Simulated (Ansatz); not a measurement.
## ZnS: response to strain

The parent structure is ZnS in the zinc blende structure (space group F-43m, No. 216).

```
CELL_PARAMETERS angstrom
      0.00000     2.64841     2.64841
      2.64841     0.00000     2.64841
      2.64841     2.64841     0.00000
ATOMIC_POSITIONS crystal
  Zn 0.00000 0.00000 0.00000
  S  0.75000 0.75000 0.75000
```

Cartesian axes are those of the cell as printed.

Strains are applied to the cell and any free atomic positions relax; under biaxial strain the out-of-plane vector relaxes too.

Level of theory: Ansatz (a first-principles code), LDA, PAW, cutoff 420 eV, no SOC.

Notes on the quantities. energy relative to the base: free energy F.

```tsv
biaxial strain, plane normal [111], relaxed out of plane (%)	energy relative to the base (meV/atom)
0	0.0
0.42	0.4
0.83	1.4
1.25	?
1.67	5.5
2.08	8.4
2.5	12.1
```

Problem. Fit ΔE = Aε² + Bε³ (ε in %) to the rows shown and predict the withheld row.

Solution. Least squares on the printed values gives A = 2.04 and B = -0.041 meV/atom (largest residual 0.0 meV/atom); this predicts 3.1 meV/atom, and the run gives 3.1 meV/atom, in agreement.

Stability against distortions was not tested.
